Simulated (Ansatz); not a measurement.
Start from WSi2 (space group I4/mmm, No. 139; a = 3.202 Å, c = 7.818 Å; relaxed with 0.1 eV smearing). Axes: x, y, z lie along a, b, c of the conventional cell.

Calculations: DFT with PBEsol, PAW potentials and a 420 eV plane-wave cutoff in Ansatz (a quantum-chemistry and plane-wave program), scalar-relativistic without spin-orbit coupling.

Perturbation: uniaxial strain ε_zz = −3.00 %, all other strain components held at zero, atoms relaxed at fixed cell.

Question: How does this affect the stress and energy relative to the base?

Answer: The stress (xx, yy, zz, yz, xz, xy; compression positive) is (3.3, 3.3, 19.2, 0.0, 0.0, 0.0) GPa; the energy increases by 23 meV/atom.

Whether these cells are dynamically stable was not tested. All final runs are without spin polarisation.
